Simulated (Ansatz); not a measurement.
**CsCl-type RuAl**

All values below come from PBE (PAW; Ansatz, a program for electronic structure).

Settings: plane-wave cutoff 520 eV, 18×18×18 k mesh, Fermi–Dirac smearing 0.05 eV, no spin polarisation, scalar-relativistic PAW data made under PBE.

Cell: relaxed at this level.

```
Quantity                                           Result
------------------------------------------  -------------
equilibrium volume per atom                 13.55 Å³/atom
bulk modulus                                      203 GPa
lattice constant a                                3.004 Å
band gap                                             none
pressure derivative B′ of the bulk modulus            4.4
```

Measured, for comparison: lattice constant a 2.992 Å (temperature not stated, copied from a table, unchecked, not corrected to a static lattice; as tabulated in Acta Metallurgica 41, 863 (1993)). Computed (rounded) less measured: lattice constant a not scored (unchecked).

Spin–orbit coupling is not included.

The computed numbers hold no vibrational or temperature effects.
